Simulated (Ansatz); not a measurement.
**Hypothetical rock salt BP: response to strain**

Take BP in the rock salt structure (space group Fm-3m, No. 225; a = 4.289 Å; a hypothetical phase, not in the database extracts checked; relaxed with 0.1 eV smearing) as the base. Axes: x, y, z lie along the cube axes.

Strains are applied to the cell and any free atomic positions relax; under biaxial strain the out-of-plane vector relaxes too.

Levels (all Ansatz, an electronic-structure program, PAW): PBEsol (420 eV, no spin-orbit coupling); r2SCAN (500 eV, without spin-orbit coupling).

Pressures by level, all at the geometries relaxed with PBEsol:

```csv
case,PBEsol,r2SCAN
base,0.0 GPa,3.6 GPa
"biaxial strain −2.28 %, plane normal [001], relaxed out of plane",3.2 GPa,6.8 GPa
"biaxial strain +4.98 %, plane normal [110], relaxed out of plane",-9.9 GPa,-6.5 GPa
isotropic strain +0.70 %,-3.4 GPa,0.1 GPa
uniaxial strain ε_yy = +4.80 %,-6.9 GPa,-3.5 GPa
uniaxial strain ε_zz = −0.94 %,1.7 GPa,5.3 GPa
uniaxial strain ε_zz = +0.50 %,-0.8 GPa,2.7 GPa
```

A biaxial case was relaxed in a doubled cell and then solved in the primitive one. Single points use the geometry relaxed with PBEsol. Their cutoffs differ, which shifts pressures a little. Stability against distortions was not tested. All final runs are without spin polarisation.
